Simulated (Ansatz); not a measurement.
Consider the following.

```
CELL_PARAMETERS angstrom
      0.00000     2.85343     2.75488
      2.85343     0.00000     2.75488
      2.85343     2.85343     0.00000
ATOMIC_POSITIONS crystal
  Ga 0.00000 0.00000 0.00000
  As 0.25000 0.25000 0.25000
```

The numbers are results of PBEsol with spin-orbit coupling, rigid bands (plane waves, PAW; Ansatz, a quantum-chemistry and plane-wave program), not measurements. Condition of this run: uniaxial stress zz = 2 GPa (compression positive) (the target of the relaxation). Cell: cell and atoms relaxed with PBEsol, then loaded as said.

**Question.** Predict the hole conductivity mass (n e² τ/σ) at 300 K, by direction if it differs.

**Answer.** 0.35 (x), 0.35 (y), 0.117 (z) mₑ.

**Question.** And the band gap?

**Answer.** 0.29 eV at this level; semilocal functionals usually fall short of the measured gap.

Rigid bands, one relaxation time for all states, no polarons.
